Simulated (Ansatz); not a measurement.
Results of LDA (plane waves, PAW; Ansatz, an electronic-structure program) for InP (model structure, started from the BN type, Pm-3n, No. 223, 12 atoms in the cell).

Run with plane-wave cutoff 520 eV, 6×6×6 k mesh, Fermi–Dirac smearing 0.01 eV, scalar-relativistic PAW data made under PBE.

Cell (relaxed with PBEsol):

```cif
data_In6P6
_chemical_formula_sum 'In6 P6'
_space_group_name_H-M_alt 'P 1'
_space_group_IT_number 1
_cell_length_a 7.24066
_cell_length_b 7.24066
_cell_length_c 7.24066
_cell_angle_alpha 90.000
_cell_angle_beta 90.000
_cell_angle_gamma 90.000
loop_
_space_group_symop_operation_xyz
  'x, y, z'
loop_
_atom_site_label
_atom_site_type_symbol
_atom_site_fract_x
_atom_site_fract_y
_atom_site_fract_z
_atom_site_occupancy
In1 In 0.25000 0.00000 0.50000 1
In2 In 0.50000 0.25000 0.00000 1
In3 In 0.50000 0.75000 0.00000 1
In4 In 0.75000 0.00000 0.50000 1
In5 In 0.00000 0.50000 0.75000 1
In6 In 0.00000 0.50000 0.25000 1
P1 P 0.25000 0.50000 0.00000 1
P2 P 0.00000 0.25000 0.50000 1
P3 P 0.00000 0.75000 0.50000 1
P4 P 0.75000 0.50000 0.00000 1
P5 P 0.50000 0.00000 0.75000 1
P6 P 0.50000 0.00000 0.25000 1
```

Predict the band gap.


- band gap: 0.50 eV

Note: the relaxation could raise the start's symmetry but not lower it, so the cell can be a saddle point; cell and atoms aren't relaxed at this level (pressure -1.3 GPa).

Spin–orbit coupling is not included.

Static lattice: no zero-point or thermal effects.

A model structure was made by putting elements into a prototype or built by hand; it is no filed structure, need not be a known phase, and can be a saddle point held by its symmetry.
